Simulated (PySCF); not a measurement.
PySCF 2.14.0, PBE/def2-svpd, df: 1,1,1,2-tetrafluoroethane (FCC(F)(F)F), 8 atoms. The geometry is a generated start, not checked to be a minimum at this level.

```json
{
 "task": "energy",
 "method": "pbe",
 "basis": "def2-svpd",
 "two_electron_scheme": "density fitting",
 "mol.max_memory": "3000 MB",
 "mf.max_cycle": "100",
 "mf.conv_tol": "1e-09 (default)",
 "mf.grids.level": "3 (default)",
 "basis_functions": "148",
 "grid_points": "104904"
}
```

```xyz
8

F     -1.2925    -1.2231    -0.0405
C     -0.7935     0.0396    -0.0874
C      0.7242     0.0127     0.0766
F      1.1074    -0.5003     1.2465
F      1.3323    -0.6821    -0.8838
F      1.2041     1.2649     0.0205
H     -1.2385     0.6167     0.7306
H     -1.0435     0.4717    -1.0625
```

With the defaults (mf.DIIS = CDIIS, mf.diis = true, mf.diis_space = 8, newton = off, mf.init_guess = minao, mf.damp = 0, mf.diis_start_cycle = 1) it converges in 12 Fock builds. One run each on 2 threads, 1 BLAS thread, with these changes:
- newton = Hessian by the SCF's own integrals
- mf.diis = false
- mf.DIIS = ADIIS
- mf.DIIS = EDIIS
- mf.diis = false, mf.damp = 0.7, mf.diis_start_cycle = 999
- mf.init_guess = atom
- mf.diis_space = 12
- mf.init_guess = sap
- mf.diis_space = 20

Task: Which of these changes keep the SCF from converging, or lead it to another solution?

Result: No convergence: mf.DIIS = EDIIS; mf.diis = false (the run ends without SCF convergence in 100 cycles). The rest reach the solution of the defaults.

```json
[
 {"setting": "the defaults", "Fock builds": "12", "end": "same solution"},
 {"setting": "mf.diis_space = 12", "Fock builds": "12", "end": "same solution"},
 {"setting": "mf.diis_space = 20", "Fock builds": "12", "end": "same solution"},
 {"setting": "mf.init_guess = atom", "Fock builds": "13", "end": "same solution"},
 {"setting": "mf.init_guess = sap", "Fock builds": "17", "end": "same solution"},
 {"setting": "mf.DIIS = ADIIS", "Fock builds": "20", "end": "same solution"},
 {"setting": "mf.diis = false, mf.damp = 0.7, mf.diis_start_cycle = 999", "Fock builds": "24", "end": "same solution"},
 {"setting": "newton = Hessian by the SCF's own integrals", "Fock builds": "25", "end": "same solution"},
 {"setting": "mf.DIIS = EDIIS", "Fock builds": "101", "end": "no convergence"},
 {"setting": "mf.diis = false", "Fock builds": "101", "end": "no convergence"}
]
```

Under newton the count holds the products with the orbital Hessian.
